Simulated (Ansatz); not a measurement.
Input:

```
CELL_PARAMETERS angstrom
     -3.36319     3.36319     3.96483
      3.36319    -3.36319     3.96483
      3.36319     3.36319    -3.96483
ATOMIC_POSITIONS crystal
  Ge 0.50000 0.50000 0.00000
  Ag 0.75000 0.25000 0.50000
  Ag 0.25000 0.75000 0.50000
  S  0.53345 0.53345 0.38444
  S  0.46655 0.85099 0.00000
  S  0.14901 0.14901 0.61556
  S  0.85099 0.46655 0.00000
  Ba 0.00000 0.00000 0.00000
```

No spin polarisation.

Method: PBEsol (Ansatz, an electronic-structure program), without spin-orbit coupling. k-mesh 7×7×7 (Γ-centred); smearing 0.05 eV (Fermi–Dirac).

Question: Predict the hole mass and smallest direct gap.

Answer: The hole mass is 0.79 mₑ along k, 0.40 mₑ across (at M) and the smallest direct gap is 0.88 eV.

The cells carry an imposed strain or load. Masses are band curvatures over ±0.01 Å⁻¹ around the edge. Along k means along the line from Γ to the band edge. Whether these cells are dynamically stable was not tested. The cell was made from BaAg$_{2}$GeS$_{4}$ (space group I-42m, No. 121) by this change: uniaxial strain ε_zz = −1.50 %.
